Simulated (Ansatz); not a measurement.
What pressure 30 GPa does to TiAl

Consider TiAl (space group P4/mmm, No. 123; a = 2.8243 Å, c = 4.0708 Å).

Now apply this change: a hydrostatic pressure of 30 GPa.

Level of theory: PBE (Ansatz, a program for electronic structure, PAW, no spin-orbit coupling). Γ-centred 16×16×12 mesh, Fermi–Dirac width 0.05 eV.

The volume per atom shrinks by 2.744 Å³, from 16.24 Å³ to 13.49 Å³ and the c/a ratio drops by 0.003 to 1.438. The shortest interatomic distance decreases by 0.167 Å to 2.657 Å and the enthalpy H = E + PV relative to the base's energy amounts to +2.75 eV/atom. The band gap stays zero.

Final structure:

```
CELL_PARAMETERS angstrom
      2.65705     0.00000     0.00000
      0.00000     2.65705     0.00000
      0.00000     0.00000     3.82178
ATOMIC_POSITIONS crystal
  Al 0.50000 0.50000 0.50000
  Ti 0.00000 0.00000 0.00000
```

Load acts through the strain it causes; cell and atoms are relaxed under it. Whether these cells are dynamically stable was not tested. No other phases were tried under pressure. All final runs are without spin polarisation.
